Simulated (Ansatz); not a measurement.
The parent structure is CaO in the rock salt structure (space group Fm-3m, No. 225; a = 4.8308 Å).

All numbers come from plane-wave PAW DFT at the PBE level (Ansatz, an electronic-structure program, 420 eV), scalar-relativistic without spin-orbit coupling.

Strains are applied to the cell and any free atomic positions relax.

One change was made to it. Results:

| quantity | base | after |
|---|---|---|
| band gap | 3.66 eV | 3.64 eV |
| energy relative to the base (free energy F) | 0 meV/atom | +18 meV/atom |
| pressure | 0.00 GPa | 7.29 GPa |
| gap character | indirect, Γ → X | indirect, Γ → X |

Problem. Which of these changes matches the shifts?
A) isotropic strain −2.00 %
B) isotropic strain −1.00 %
C) isotropic strain +1.00 %
D) isotropic strain −1.50 %

Solution. A, isotropic strain −2.00 %. For comparison, the energy relative to the base in the other runs: isotropic strain +1.00 % gives +4.0 meV/atom; isotropic strain −1.50 % gives +9.9 meV/atom; isotropic strain −1.00 % gives +4.3 meV/atom.

Whether these cells are dynamically stable was not tested.
